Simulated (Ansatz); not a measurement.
RhGe (space group P2_13, No. 198; a cell from a computed database, its experimental status unchecked)

```cif
data_Ge4Rh4
_chemical_formula_sum 'Ge4 Rh4'
_space_group_name_H-M_alt 'P 1'
_space_group_IT_number 1
_cell_length_a 4.84457
_cell_length_b 4.84457
_cell_length_c 4.84457
_cell_angle_alpha 90.000
_cell_angle_beta 90.000
_cell_angle_gamma 90.000
loop_
_space_group_symop_operation_xyz
  'x, y, z'
loop_
_atom_site_label
_atom_site_type_symbol
_atom_site_fract_x
_atom_site_fract_y
_atom_site_fract_z
_atom_site_occupancy
Ge1 Ge 0.16171 0.33829 0.66171 1
Ge2 Ge 0.33829 0.66171 0.16171 1
Ge3 Ge 0.66171 0.16171 0.33829 1
Ge4 Ge 0.83829 0.83829 0.83829 1
Rh1 Rh 0.86889 0.63111 0.36889 1
Rh2 Rh 0.63111 0.36889 0.86889 1
Rh3 Rh 0.36889 0.86889 0.63111 1
Rh4 Rh 0.13111 0.13111 0.13111 1
```

Method: PBEsol (Ansatz, a quantum-chemistry and plane-wave program, PAW, no spin-orbit coupling). k-mesh 10×10×10 (Γ-centred); smearing 0.05 eV (Fermi–Dirac).

```yaml
volume_per_atom: 14.21 Å³
density: 10.25 g/cm³
band_gap: zero
total_energy: -5296.680 eV/atom (σ→0; compares only within this code and set-up)
```

Whether these cells are dynamically stable was not tested. The final runs are not spin-polarised.
